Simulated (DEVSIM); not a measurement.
Device: illuminated GaAs p-on-n cell, one wavelength, at 300 K.

| layer (left to right) | material | thickness (μm) | Nd (cm⁻³) | Na (cm⁻³) | τn (s) | τp (s) | absorption coefficient (cm⁻¹) |
|---|---|---|---|---|---|---|---|
| 1 | GaAs | 0.540 | - | 1.2e18 | 7.2e-9 | 4.3e-10 | 12000 |
| 2 | GaAs | 0.870 | 1.3e17 | - | 9.9e-9 | 9.9e-9 | 12000 |

Left contact: ohmic, minority electron recombination velocity 10 cm/s. Right contact: ohmic, minority hole recombination velocity 800 cm/s. Voltage is applied to the left contact. Recombination: SRH at mid-gap, radiative, Auger. Light enters at the left, 1.6e17 photons cm⁻² s⁻¹, one pass, no reflection. Mobility is μmin + (μ − μmin)/(1 + (N/Nref)^α).

The device is made up for the run: typed textbook-type constants, with dimensions and the other settings drawn at random. Values at 300 K.

| parameter | GaAs |
|---|---|
| gap (eV) | 1.424 |
| affinity (eV) | 4.07 |
| permittivity | 12.9 |
| Nc (cm⁻³) | 4.7e17 |
| Nv (cm⁻³) | 9e18 |
| μn (cm²/Vs) | 8500 |
| μp (cm²/Vs) | 400 |
| μn,min | 500 |
| μp,min | 20 |
| Nref,n | 6e16 |
| Nref,p | 1.5e17 |
| αn | 0.39 |
| αp | 0.38 |
| B (cm³/s) | 2e-10 |
| Cn (cm⁶/s) | 1e-30 |
| Cp (cm⁶/s) | 1e-30 |

Model (solved in DEVSIM): 1D drift-diffusion, Boltzmann statistics, complete ionisation; no tunnelling, impact ionisation, image-force lowering or self-heating.

The photon flux was swept, all else fixed.

| photon flux (cm^-2 s^-1) | fill factor | short-circuit current (mA/cm²) | largest power (mW/cm²) | open-circuit voltage (V) |
|---|---|---|---|---|
| 4.8e15 | 0.80 | 0.616 | 0.437 | 0.888 |
| 1.6e16 | ? | ? | 1.57 | ? |
| 4.8e16 | 0.83 | 6.16 | 5.00 | 0.979 |
| 1.6e17 | 0.84 | 20.5 | 17.7 | 1.020 |
| 4.8e17 | 0.86 | 61.6 | 55.7 | 1.054 |
| 1.6e18 | 0.87 | 205 | 194 | 1.089 |
| 4.8e18 | 0.88 | 616 | 605 | 1.120 |

Some entries are withheld; supply them.


- 1.6e16, fill factor: 0.81
- 1.6e16, short-circuit current (mA/cm²): 2.05
- 1.6e16, open-circuit voltage (V): 0.938
